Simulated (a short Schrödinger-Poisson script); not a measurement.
Stack: symmetric double-gate stack, Si3N4 on p-type Si(100), at 300 K.

| layer | material | thickness (nm) | Na (cm⁻³) |
|---|---|---|---|
| 1 | Si3N4 | 4.7 | - |
| 2 | Si | 6 | 6e15 |
| 3 | Si3N4 | 4.7 | - |

Constants are typed, rounded textbook-type inputs, not results; the design itself was drawn at random and stands for no fabricated device. Si3N4: permittivity 7.5, conduction-band edge (eV) 1.95, gap (eV) 5.1, electron mass (mₑ) 0.5. Si: permittivity 11.7, conduction-band edge (eV) 0, gap (eV) 1.124, Nv at 300 K (cm⁻³) 3.1e19.

Channel valleys (confinement mass, in-plane density-of-states mass, number): Δ2 0.916, 0.19, 2; Δ4 0.19, 0.417, 4. At the gates, both at one voltage, the conduction-band edge of layer 1 lies 2.34 eV − eVg above the Fermi level of the channel. Gaps are held at their typed values at every temperature. Mesh 0.03 nm at interfaces.

Solved with a short Schrödinger-Poisson script written for these runs: 1D Poisson equation in equilibrium, electrons classical, Fermi-Dirac, parabolic valleys, classical holes, full ionisation, no traps, pinning or gate leakage.

The same stack at other levels of the model or other numerical settings:

| run | sheet density of all electrons at Vg = 1.8 V (cm⁻²) | sheet density of all electrons at Vg = 0.6 V (cm⁻²) | capacitance of both gates at Vg = 1.8 V (μF/cm²) | rough cost against the base |
|---|---|---|---|---|
| base | 2.29e13 | 3.90e12 | 2.61 | about 1 |
| electrons treated as classical, Boltzmann | 2.36e13 | 3.95e12 | … | 0.3 |
| electrons treated as quantum, Hartree | 2.10e13 | … | … | 10 |
| mesh six times as coarse | 2.27e13 | 3.87e12 | 2.58 | 0.4 |

Problem. Complete the blanks.

Solution. 
- electrons treated as quantum, Hartree, capacitance of both gates at Vg = 1.8 V (μF/cm²): 2.47
- electrons treated as quantum, Hartree, sheet density of all electrons at Vg = 0.6 V (cm⁻²): 3.37e12
- electrons treated as classical, Boltzmann, capacitance of both gates at Vg = 1.8 V (μF/cm²): 2.72

The classical rows ignore confinement, and Boltzmann statistics overrate the density once the band edge passes the Fermi level.
